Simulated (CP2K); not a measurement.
Worked example: self-consistent single point of LaAl5Ni2 (Immm, 8 atoms in the cell) in CP2K.

Level of theory: PBEsol, GPW, DZVP-MOLOPT-SR-GTH basis, GTH-PBE potentials (GTH_POTENTIALS) run with CP2K 2026.2.

The change in words: lattice scaled by 0.98. Reference geometry:
```xyz
8
Lattice="6.2923 0.0000 0.0000 1.1086 6.1939 0.0000 -2.3829 -4.6713 3.4777" Properties=species:S:1:pos:R:3 pbc="T T T"
La     0.0000     0.0000     0.0000
Al     1.9547    -2.3356     1.7388
Al     5.6274     3.2113     0.6560
Al    -0.6093    -1.6887     2.8217
Al     1.7697     0.3022     2.8217
Al     3.2484     1.2204     0.6560
Ni     3.6993    -0.8756     1.7388
Ni     1.3188     2.3982     1.7388
```

Reference input (self-consistent single point, DFT PBEsol, GPW, DZVP-MOLOPT-SR-GTH basis, GTH-PBE potentials (GTH_POTENTIALS)): CUTOFF = 600 Ry; REL_CUTOFF = 40 Ry; SMEAR/METHOD = GAUSSIAN; SIGMA = 0.272 eV; KPOINTS/SCHEME = MONKHORST-PACK 5 5 5; XC_FUNCTIONAL = PBE:PBESOL; La/BASIS_SET = DZVP-MOLOPT-SR-GTH; La/POTENTIAL = GTH-PBE-q11; Al/BASIS_SET = DZVP-MOLOPT-SR-GTH; Al/POTENTIAL = GTH-PBE-q3; Ni/BASIS_SET = DZVP-MOLOPT-SR-GTH; Ni/POTENTIAL = GTH-PBE-q18. This run's input differs from it in these lines:

```diff
@@ -66,5 +66,5 @@
     &CELL
-      A 6.29234300 0.00000000 0.00000000
-      B 1.10864500 6.19390700 0.00000000
-      C -2.38291900 -4.67129900 3.47767600
+      A 6.16649500 0.00000000 0.00000000
+      B 1.08647100 6.07002900 0.00000000
+      C -2.33526100 -4.57787300 3.40812300
       PERIODIC XYZ
```

The program printed (abridged):

```
 SCF WAVEFUNCTION OPTIMIZATION

  Step     Update method      Time    Convergence         Total energy    Change
     1 NoMix/Diag. 0.30E+00      -     2.20700939      -382.3397571937 -3.82E+02
     2 Broy./Diag. 0.30E+00      -     0.38455222      -374.2265922992  8.11E+00
     3 Broy./Diag. 0.30E+00      -     0.28396668      -394.2304404426 -2.00E+01
     4 Broy./Diag. 0.30E+00      -     0.06465759      -379.2374426798  1.50E+01
     5 Broy./Diag. 0.30E+00      -     0.02632661      -381.6548835870 -2.42E+00
     6 Broy./Diag. 0.30E+00      -     0.00407586      -380.4243010875  1.23E+00
   [... 5 lines left out ...]
    12 Broy./Diag. 0.30E+00      -     0.00002233      -380.3367674735 -1.22E-03
    13 Broy./Diag. 0.30E+00      -     0.00000328      -380.3363178404  4.50E-04
    14 Broy./Diag. 0.30E+00      -     0.00000182      -380.3361787342  1.39E-04
    15 Broy./Diag. 0.30E+00      -     0.00000030      -380.3362200705 -4.13E-05
  *** SCF run converged in    15 steps ***

  Overlap energy of the core charge distribution:               0.00000000000415
  Self energy of the core charge distribution:               -614.28871465825205
  Core Hamiltonian energy:                                    164.60998970994106
  Hartree energy:                                             111.32636703799166
  Exchange-correlation energy:                                -41.98114820408479
  Smearing free energy correction:                             -0.00271395595351
  Fermi energy:                                                 0.34151017705211

  Total energy:                                              -380.33622007051656
  Total energy (extrapolated to sigma->0):                   -380.33486309253982

   [... lines left out ...]

 STRESS| Analytical stress tensor [bar]
 STRESS|                        x                   y                   z
 STRESS|      x        7.30195078174E+04  -2.72090790307E+03  -1.44413051906E+03
 STRESS|      y       -2.72090790307E+03   7.39751322306E+04   1.74968088492E+03
 STRESS|      z       -1.44413051906E+03   1.74968088492E+03   7.89511070834E+04
 STRESS| 1/3 Trace                                             7.53152490438E+04
```

The run converged in 15 iterations. Against the reference run the free energy goes up by 23.0 meV/atom, the pressure goes from 0.22 to 7.53 GPa and the largest force goes from 0.108 to 0.233 eV/Å.

The starting cell comes from a database of computed structures (which also holds hypothetical and non-ambient phases and stackings), without a prior relaxation at this level. For this run, on top of that: lattice scaled by 0.98. Spin polarisation is off. Values carry the incompleteness of an atom-centred basis. The potentials were made for another functional than the one used. With a pressure of about 8 GPa the cell is away from its equilibrium volume at this level.

Cost on one core of a shared machine: roughly 2 min.
